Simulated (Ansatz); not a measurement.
Band gap (eV)

Cell A: AlN (zinc blende, F-43m), 2 atoms in the cell, k-point mesh 14×14×14 on the run's own vectors. Conventional cell: a = b = c = 4.403 Å, α = β = γ = 90.00°.

Cell B: AlN (wurtzite, P6₃mc), 4 atoms in the cell, k-point mesh 12×12×8 on the run's own vectors. Conventional cell: a = b = 3.1298 Å, c = 5.0174 Å, α = β = 90.00°, γ = 120.00°.

Plane-wave PAW calculations with Ansatz (a first-principles code), its PAW set soft_1, cutoff 420 eV, 500 eV for r2SCAN. The structures are at rest with PBE; other levels are single points on them. HSE06 runs on coarser k-point meshes, which give the PBE gaps of the finer ones within 0.03 eV. Neutral cells; Fermi-Dirac smearing of at most 0.05 eV in the solids, energies taken to zero width. The lattices are those relaxed with PBE, so at other levels the solids can be strained, which adds to the spread. A dispersion term ran beside these levels; it doesn't touch the electrons. Gaps are highest filled to lowest empty Kohn-Sham level on the run's k-point mesh, states of defects and surfaces included; edges off the mesh make the true gap smaller, and under 0.08 eV counts as none; a gap is called direct where the least direct separation is within 0.02 eV of it.

```csv
system,PBE,r2SCAN,HSE06
A,3.31 (indirect),3.92 (indirect),[?]
B,4.04 (direct),4.67 (direct),5.39
```

Some entries are withheld; supply them.


- A, HSE06: 4.53
